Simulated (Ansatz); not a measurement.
Results of r²SCAN-D4 in Ansatz (PAW) for hcp Er.

Input file:

Ansatz 0.2 input:
```yaml
crystal:
  lattice:
    - [1.7727872951, -3.0705576661, 0.0]
    - [1.7727872951, 3.0705576661, 0.0]
    - [0.0, 0.0, 5.7060950225]
  atoms:
    - { symbol: Er, position: [0.3333333333, 0.6666666667, 0.25], spin: 3.0 }
    - { symbol: Er, position: [0.6666666667, 0.3333333333, 0.75], spin: 3.0 }
basis:
  ecutwfc: 560
  ecutrho_ratio: 4
  xc_grid: 3
kpoints:
  mp_grid: { grid: [18, 18, 10] }
hamiltonian:
  xc: r2scan
  dispersion: d4
  pseudopotentials: { kind: paw }
scf:
  occupations: { method: fermi_dirac, width: 0.05 }
output:
  forces: true
  stress: true
  eigenvalues: true
magnetization:
  spin_polarized: true
relax:
  f_tol: 0.004
  escape_saddle: false
  max_steps: 80
  cell: { stress_tol: 0.02, fix: [volume] }
```

The run printed, among other lines:

```
Relaxation: its limit of steps is 80 (relax.max_steps)
Crystal: 2 atoms, lattice volume = 62.122 Å³
Basis set: ecut = 560 eV, 1811 PW (Γ), exchange–correlation on 90×90×135 points (27 copies of the dense FFT grid, shifted against one another)
Bands: 30, of which v1, the nominal top of the filled ones, is band 22 counted from 1 (21 counted from 0)
Symmetry: 24 space group operations
Space group: P63/mmc (ITA 194), of the structure as read, at distance tolerance 4.0e-5 Å
k-points: 222 of 3240
Initial density: superposition of atomic densities (chi_scale 0.1, normalization cell)
Functional: x = r2scan, c = r2scan; τ floored in thin density (d = 2e-4 eV/Å³)
spin=Collinear: Kerker preconditioning applied to the charge; magnetization (m = ρ↑ − ρ↓) channel mixes plain (no charge-response kernel on spin).
SCF 1 converged in 34 iterations: F = -24198.648446 eV  dr2 = 1.37e-8
Crystal: 2 atoms, lattice volume = 62.122 Å³
Basis set: ecut = 560 eV, 1809 PW (Γ), exchange–correlation on 90×90×135 points (27 copies of the dense FFT grid, shifted against one another)
Initial density: handed on by an earlier stage of this run
spin=Collinear: Kerker preconditioning applied to the charge; magnetization (m = ρ↑ − ρ↓) channel mixes plain (no charge-response kernel on spin).
SCF 2 converged in 7 iterations: F = -24198.648478 eV  dr2 = 8.18e-9
Crystal: 2 atoms, lattice volume = 62.122 Å³
spin=Collinear: Kerker preconditioning applied to the charge; magnetization (m = ρ↑ − ρ↓) channel mixes plain (no charge-response kernel on spin).
SCF 3 converged in 12 iterations: F = -24198.648478 eV  dr2 = 2.51e-12
SCF converged after 12 iterations
Magnetization: 7.0197 μB (25.5099 up, 18.4901 down)
Free energy (F): -24198.648478 eV
Internal energy: -24198.584489 eV  (E = F + TS)
E sigma→0 (E₀):  -24198.616483 eV
Fermi energy:    12.658068 eV
--- Forces (eV/Å), atoms counted from 1 ---
  atom   1  Er     0.00000000    -0.00000000     0.00000000
  atom   2  Er    -0.00000000     0.00000000    -0.00000000
--- Stress (GPa, compression-positive) ---
        1.447734       0.000000       0.000000
        0.000000       1.447734       0.000000
        0.000000       0.000000       1.432767
  P = ⅓ Tr σ = 1.4427 GPa (14.427 kbar)
```

The cell is one volume of an energy–volume scan, off the minimum.

The PAW data were made under PBE.

The run is spin-polarised with parallel starting moments, which need not be the measured order.

Note: the 4f shell is treated without U or exact exchange, so its levels and filling can be wrong.

Computing time: around 12 core-minutes (rough).

Ansatz is a first-principles code.
